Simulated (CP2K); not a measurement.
Converging the cutoff of the density grid: ZnNi (P4mm, 2 atoms in the cell)

```
ZnNi
1.0
    2.88046     0.00000     0.00000
    0.00000     2.88046     0.00000
    0.00000     0.00000     2.88046
Zn Ni
1 1
Direct
  0.50000   0.50000   0.51736
  0.00000   0.00000   0.00000
```

Computed with PBEsol, GPW, DZVP-MOLOPT-SR-GTH basis, GTH-PBE potentials (GTH_POTENTIALS) (CP2K 2026.2).

Base settings: CUTOFF = 600 Ry; REL_CUTOFF = 50 Ry; SMEAR/METHOD = GAUSSIAN; SIGMA = 0.1 eV; KPOINTS/SCHEME = MONKHORST-PACK 4 4 4; GAMMA_CENTERED = T; XC_FUNCTIONAL = PBE:PBESOL; Zn/BASIS_SET = DZVP-MOLOPT-SR-GTH-q12; Zn/POTENTIAL = GTH-PBE-q12; Ni/BASIS_SET = DZVP-MOLOPT-SR-GTH-q18.

The mesh stays at the base's, so the ladder's end is converged at best in this setting alone.

Only quantities that move along the ladder and can be compared are tabulated.

The starting cell comes from a database of computed structures (which also holds hypothetical and non-ambient phases and stackings), without a prior relaxation at this level. Its lattice was rescaled by up to half a per cent. One atom was moved a little off its site on purpose. Spin polarisation is off. Values carry the incompleteness of an atom-centred basis. The potentials were made for another functional than the one used. In the base run, with a pressure of about -4 GPa the cell is away from its equilibrium volume at this level. Without a gap this mesh is coarse (it stands for a supercell whose shortest vector is 12 Å).

Steps (CUTOFF): 210 Ry; 270 Ry; 330 Ry; 420 Ry; 480 Ry; 540 Ry; 660 Ry; 720 Ry; 900 Ry; 1050 Ry; 1200 Ry; 1440 Ry.

Q: What is the coarsest CUTOFF that holds the pressure within 0.1 GPa of the last step, with all finer ones?

A: 720 Ry; the step before is off by 0.11 GPa.

Q: What is the coarsest CUTOFF that holds the free energy within 1 meV/atom of the last step, with all finer ones?

A: 900 Ry; the step before is off by 1.1 meV/atom.

Q: What is the coarsest CUTOFF that holds the forces within 0.02 eV/Å of the last step, with all finer ones?

A: 900 Ry; the step before is off by 0.030 eV/Å.

| CUTOFF | free energy less the last step's (meV/atom) | pressure (GPa) | largest difference of a force vector from the last step's (eV/Å) |
|---|---|---|---|
| 210 Ry | -318.19 | 6.08 | 0.147 |
| 270 Ry | -46.97 | -1.47 | 0.026 |
| 330 Ry | -21.93 | -2.68 | 0.036 |
| 420 Ry | -3.95 | -4.11 | 0.007 |
| 480 Ry | -0.39 | -4.34 | 0.087 |
| 540 Ry | -0.59 | -4.35 | 0.088 |
| 660 Ry | -0.59 | -4.35 | 0.088 |
| 720 Ry | 1.12 | -4.51 | 0.030 |
| 900 Ry | 0.03 | -4.47 | 0.006 |
| 1050 Ry | -0.06 | -4.46 | 0.004 |
| 1200 Ry | -0.04 | -4.46 | 0.002 |
| 1440 Ry | 0.00 | -4.46 | 0.000 |

Left out of this page: 1 run of the series unsound by tests on forces, stress, charge or solver warnings; 3 runs of the series outside the window shown, repeating another row's setting, or not comparable.
